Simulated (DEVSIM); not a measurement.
**abrupt Si n-p junction**

Structure: abrupt Si n-p junction, at 300 K.

```tsv
layer (left to right)	material	thickness (μm)	Nd (cm⁻³)	Na (cm⁻³)	τn (s)	τp (s)
1	Si	6.20	6.7e16	-	4.3e-5	4.3e-5
2	Si	31.0	-	6.3e14	4.3e-5	4.3e-5
```

Left contact: ohmic. Right contact: ohmic. Voltage is applied to the left contact. Recombination: SRH at mid-gap, radiative, Auger. Gap narrowing is on: ΔEg = 6.92 meV × (l + √(l² + 0.5)), l = ln(N/1.3e17 cm⁻³), shared equally by both band edges. Mobility is μmin + (μ − μmin)/(1 + (N/Nref)^α).

This is a model device: material constants are rounded textbook-type values typed into the input, and sizes, dopings and lifetimes were drawn at random. Values at 300 K.

```tsv
parameter	Si
gap (eV)	1.124
affinity (eV)	4.05
permittivity	11.7
Nc (cm⁻³)	2.86e19
Nv (cm⁻³)	3.1e19
μn (cm²/Vs)	1417
μp (cm²/Vs)	470
μn,min	52
μp,min	45
Nref,n	9.7e16
Nref,p	2.2e17
αn	0.68
αp	0.72
B (cm³/s)	4.7e-15
Cn (cm⁶/s)	2.8e-31
Cp (cm⁶/s)	9.9e-32
```

Simulated with DEVSIM: 1D drift-diffusion, Boltzmann statistics, complete ionisation; no tunnelling, impact ionisation, image-force lowering or self-heating.

```
Property                                            Value
---------------------------------------------  ----------
Potential step across the device at zero bias     0.687 V
Largest field in the device at zero bias       17000 V/cm
Dark forward voltage at 1 A/cm²                   0.572 V
Dark forward voltage at 100 A/cm²                 0.827 V
```

Dark forward current:

```csv
V (V),J (A/cm²)
-0.05,-2.6e-9
-0.10,-1.8e-8
-0.15,-1.2e-7
-0.20,-8.4e-7
-0.30,-3.9e-5
-0.35,-0.00027
-0.40,-0.0019
-0.45,-0.013
-0.50,-0.085
-0.55,-0.51
-0.60,-2.3
-0.70,-21
-0.75,-44
-0.80,-78
-0.85,-120
-0.90,-180
-0.95,-240
-1.05,-400
-1.10,-480
-1.15,-570
-1.20,-670
-1.25,-760
-1.30,-860
-1.35,-960
-1.45,-1200
-1.50,-1300
-1.55,-1400
-1.60,-1400
```

Dark reverse current:

```json
[
 {"V (V)": "0.40", "J (A/cm²)": "1.3e-9"},
 {"V (V)": "1.00", "J (A/cm²)": "2.2e-9"},
 {"V (V)": "2.00", "J (A/cm²)": "3.3e-9"},
 {"V (V)": "3.00", "J (A/cm²)": "4.2e-9"},
 {"V (V)": "4.00", "J (A/cm²)": "5.0e-9"},
 {"V (V)": "6.00", "J (A/cm²)": "6.2e-9"},
 {"V (V)": "8.00", "J (A/cm²)": "7.3e-9"},
 {"V (V)": "10.00", "J (A/cm²)": "8.3e-9"},
 {"V (V)": "13.00", "J (A/cm²)": "9.5e-9"},
 {"V (V)": "16.00", "J (A/cm²)": "1.1e-8"},
 {"V (V)": "20.00", "J (A/cm²)": "1.2e-8"}
]
```
